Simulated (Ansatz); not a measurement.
The starting structures come from a database of crystals and need not be the phases stable at ambient conditions.

 Where the default PAW files enter, the runs use the earlier of Ansatz's two default sets.

The decay constant κ of evanescent states in the gap governs leakage through a thin film.

Input:

```xyz
9
Lattice="7.7685 0.0000 0.0000 -3.8842 6.7277 0.0000 3.8842 2.2426 6.3429" Properties=species:S:1:pos:R:3 pbc="T T T"
Cs     3.8842     2.2426     1.5857
Cs     3.8842     6.7277     4.7572
Sn     0.0000     0.0000     0.0000
Br     2.0249     5.6542     1.5182
Br     5.7436     3.3161     4.8248
Br    -2.0249     5.6542     1.5182
Br     2.0249     3.3161     4.8248
Br     0.0000     2.1470     1.5182
Br     0.0000     6.8232     4.8248
```

Space group of this cell: Fm-3m. The cell is taken as given; by PBEsol its mean pressure is -0.5 GPa.

Transport runs along the normal of the first two printed cell vectors, the (111) plane of the conventional cell.

The gap is the functional's own. No spin-orbit coupling. Mid-gap values are interpolated on the energy grid.

State the band gap and the smallest decay constant κ at mid-gap according to PBEsol run with Ansatz (a quantum-chemistry and plane-wave program).

Gap 1.38 eV on a 6×6×6 mesh; κ = 0.200 1/Å, at the zone centre.
